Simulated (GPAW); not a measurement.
Input and output of a self-consistent single point for Mg6CuBi (Amm2, 8 atoms in the cell) (GPAW).

Method: LDA (Perdew-Wang 92), GPAW PAW datasets LDA (gpaw-data 1.0.1) (plane waves; GPAW).

```
CELL_PARAMETERS angstrom
      4.98487     0.00000     0.00000
      0.00000     3.24580     5.45747
      0.00000    -3.24580     5.45747
ATOMIC_POSITIONS crystal
  Mg 0.50000 0.83276 0.33606
  Mg 0.50000 0.33606 0.83276
  Mg 0.00000 0.68603 0.14429
  Mg 0.00000 0.14429 0.68603
  Mg 0.00000 0.67115 0.67115
  Mg 0.00000 0.15954 0.15954
  Cu 0.50000 0.83604 0.83604
  Bi 0.50000 0.33412 0.33412
```

Reference input (self-consistent single point, DFT PBEsol, plane waves, GPAW PAW datasets PBEsol (made by gpaw-setup)): mode = pw; ecut = 800 eV; xc = PBEsol; kpts = 4 3 3; mesh shift (steps) = 0 0 0; occupations.name = methfessel-paxton; occupations.width = 0.136 eV; occupations.order = 0; nbands = -12; convergence.density = 1e-05 e/electron; symmetry.symmorphic = false; symmetry.tolerance = 0.0005. This run's input differs from it in these lines:

```diff
@@ -19,3 +19,3 @@
 calc = GPAW(mode={'name': 'pw', 'ecut': 800},
-            xc='PBEsol',
+            xc='LDA',
             kpts={'size': (4, 3, 3), 'gamma': True},
```

Its files differ too (potentials: GPAW PAW datasets LDA (gpaw-data 1.0.1)).

Log, with long lists cut:

```
     iter     time        total  log10-change:
                         energy   eigst   dens
iter:   1 --:--:--   -22.456753
iter:   2 --:--:--   -21.867756   -0.70  -1.48
iter:   3 --:--:--   -21.583975   -1.41  -1.53
iter:   4 --:--:--   -21.823233   -1.41  -1.64
iter:   5 --:--:--   -21.591739   -2.37  -1.93
iter:   6 --:--:--   -21.971987   -1.19  -2.04
iter:   7 --:--:--   -21.537918   -2.38  -2.04
iter:   8 --:--:--   -21.448871   -1.97  -2.40
iter:   9 --:--:--   -21.443934   -3.96  -2.73
iter:  10 --:--:--   -21.446043c  -3.00  -2.84
iter:  11 --:--:--   -21.440684c  -3.57  -2.99
iter:  12 --:--:--   -21.441687c  -4.24  -3.24
iter:  13 --:--:--   -21.441522c  -5.43  -3.33
iter:  14 --:--:--   -21.440708c  -4.48  -3.42
   [... 4 lines left out ...]
iter:  19 --:--:--   -21.440494c  -6.22  -3.99
iter:  20 --:--:--   -21.440491c  -7.19  -4.19
iter:  21 --:--:--   -21.440491c  -7.26  -4.22
iter:  22 --:--:--   -21.440489c  -7.36  -4.41
iter:  23 --:--:--   -21.440483c  -7.41c -4.51
iter:  24 --:--:--   -21.440484c  -7.17  -4.74
iter:  25 --:--:--   -21.440486c  -8.07c -4.85
iter:  26 --:--:--   -21.440487c  -8.65c -4.95
iter:  27 --:--:--   -21.440487c  -9.57c -5.07c
Converged after 27 iterations.

Dipole moment: (-0.000000, -0.000000, -1.987412) |e|*Ang

Energy contributions relative to reference atoms: (reference = -662052.824823)

Kinetic:        -11.492441
Potential:      +16.966147
External:        +0.000000
XC:             -25.126869
Entropy (-ST):   -0.020707
Local:           -1.776971
SIC:             +0.000000
--------------------------
Free energy:    -21.450840
Extrapolated:   -21.440487

Showing only first 2 kpts
 Kpt  Band  Eigenvalues  Occupancy
  0    41      2.66193    2.00000
  0    42      3.64056    2.00000
  0    43      5.43084    0.00000
  0    44      6.47813    0.00000

  1    41      4.33787    1.84649
  1    42      4.58216    0.26569
  1    43      4.75597    0.00349
  1    44      4.88987    0.00002

Fermi level: 4.47512

No gap
   [... lines left out ...]
  2 Mg    0.00000   -0.07164   -0.14078
  3 Mg    0.00000    0.07164   -0.14078
  4 Mg    0.00000    0.00000    0.07227
  5 Mg    0.00000    0.00000    0.19029
  6 Cu    0.00000    0.00000   -0.00953
  7 Bi    0.00000    0.00000   -0.03309

Stress tensor:
     0.030493     0.000000     0.000000
     0.000000     0.010757     0.000000
     0.000000     0.000000     0.017919
Stress (GPa, Voigt): [4.8856 1.7235 2.8709 0.     0.     0.    ]
```

The run converged in 27 iterations. GPAW prints stress with tension positive. Against the reference run the pressure goes from -1.46 to -3.16 GPa and the largest force goes from 0.205 to 0.190 eV/Å.

The starting cell comes from a database of computed structures (which also holds hypothetical and non-ambient phases and stackings), without a prior relaxation at this level. Spin polarisation is off. With a pressure of about -3 GPa the cell is away from its equilibrium volume at this level.

Cost on one core of a shared machine: roughly 2 min.
